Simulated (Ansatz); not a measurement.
Hypothetical Pm-3n Ge, pressure series

Base system: Ge (space group Pm-3n, No. 223; a = 5.323 Å; a hypothetical phase, not in the database extracts checked).

Cell and atoms are relaxed at each pressure.

The values are results of PBEsol (Ansatz, an electronic-structure program, PAW, no SOC), not measurements.

| P (GPa) | V (Å³/atom) |
|---|---|
| -2.02 | 19.425 |
| -1.02 | 19.128 |
| 0.30 | 18.770 |
| 0.70 | 18.668 |
| 1.49 | 18.473 |
| 3.00 | 18.129 |
| 5.00 | 17.721 |
| 7.51 | 17.269 |
| 10.01 | 16.871 |

Q: Fit a third-order Birch–Murnaghan equation of state.

A: Least squares on P(V) = (3B₀/2)[(V₀/V)^(7/3) − (V₀/V)^(5/3)]·[1 + (3/4)(B₀′ − 4)((V₀/V)^(2/3) − 1)] gives V₀ = 18.85 Å³/atom, B₀ = 71 GPa and B₀′ = 4.3.

Load acts through the strain it causes; cell and atoms are relaxed under it. Whether these cells are dynamically stable was not tested. Competing high-pressure phases were not computed.
